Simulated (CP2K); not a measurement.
Band structure of Sc (P6_3/mmc, 4 atoms in the cell).

```xyz
4
Lattice="3.2220 0.0000 0.0000 -1.6110 2.7903 0.0000 0.0000 0.0000 10.3667" Properties=species:S:1:pos:R:3 pbc="T T T"
Sc     0.0000     0.0000     0.0000
Sc     0.0000     0.0000     5.1834
Sc     0.0000     1.8602     2.5917
Sc     1.6110     0.9301     7.7750
```

Method of the run: PBE, GPW, DZVP-MOLOPT-SR-GTH basis, GTH-PBE potentials (GTH_POTENTIALS) in CP2K 2026.2.

Settings: CUTOFF = 600 Ry; REL_CUTOFF = 50 Ry; SMEAR/METHOD = FERMI_DIRAC; ELECTRONIC_TEMPERATURE = 1160.45 K; KPOINTS/SCHEME = MONKHORST-PACK 8 8 3; GAMMA_CENTERED = T; XC_FUNCTIONAL = PBE; Sc/BASIS_SET = DZVP-MOLOPT-SR-GTH; Sc/POTENTIAL = GTH-PBE-q11; METHOD = GPW; EPS_DEFAULT = 1e-11; EXTRAPOLATION = USE_GUESS; NGRIDS = 5; SCF_GUESS = ATOMIC.

The starting cell was generated: these elements placed on a structure prototype, without a prior relaxation; it need not be a known phase or ordering of this composition. Its lattice was rescaled by a random factor within 2.5 % of one. Values carry the incompleteness of an atom-centred basis.

Levels in eV from the Fermi level, bands 19 to 24:
| point | 19 | 20 | 21 | 22 | 23 | 24 |
|---|---|---|---|---|---|---|
| Γ | -3.71 | -1.78 | 0.50 | 0.83 | 0.88 | 1.55 |
| M | -1.29 | -1.20 | -0.52 | -0.37 | -0.36 | 0.26 |
| K | -0.64 | -0.51 | -0.51 | -0.32 | -0.32 | -0.17 |
| A | -2.37 | -2.37 | 0.45 | 0.45 | 1.47 | 1.47 |
| L | -1.41 | -1.41 | -0.51 | -0.51 | 0.04 | 0.04 |
| H | -0.56 | -0.56 | -0.48 | -0.48 | -0.40 | -0.40 |

Bands cross the Fermi level along this path, so the cell is metallic at this level.

Higher empty bands are left out: an atom-centred basis made for the valence describes them poorly.
